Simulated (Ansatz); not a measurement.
The reference is Ge in the diamond structure (space group Fd-3m, No. 227; a = 5.6762 Å).

One thing is altered: a fraction x = 0.5 of the Ge sites is given to Si, ordered in a cell of 6 atoms (starting symmetry P3m1) and fully relaxed.

The other end (x = 1) is Si in the diamond structure (space group Fd-3m, No. 227): 20.05 Å³/atom, gap 0.47 eV.

Levels (all Ansatz, an electronic-structure program, PAW): PBEsol (420 eV, spin-orbit coupling left out); PBEsol+SOC (420 eV, noncollinear with spin-orbit coupling).

The geometry is relaxed with PBEsol.

| Property | Result |
|---|---|
| PBEsol band gap | 0.49 eV |
| PBEsol smallest direct gap | 1.00 eV |
| PBEsol valence-band top at Γ | 0.00, 0.00, -0.02 eV |
| PBEsol width of the top valence band | 2.80 eV |

Problem. What does PBEsol+SOC give at this geometry for the band gap, smallest direct gap, valence-band top at Γ and width of the top valence band?

Solution. The band gap decreases by 0.06 eV (0.49 eV → 0.43 eV); the smallest direct gap decreases by 0.057 eV (1.00 eV → 0.95 eV); the valence-band top at Γ (three highest Kramers pairs, from the VBM) goes from 0.00, 0.00, -0.02 eV to 0.00, -0.01, -0.19 eV; the width of the top valence band grows by 0.054 eV (2.80 eV → 2.86 eV).

Single points use the geometry relaxed with PBEsol. The spin-orbit shifts are approximate. Each cell is one ordered arrangement of few atoms, which overstates ordering effects compared with a random alloy. Whether these cells are dynamically stable was not tested. The zero or small gap of Ge can change with the level of theory.
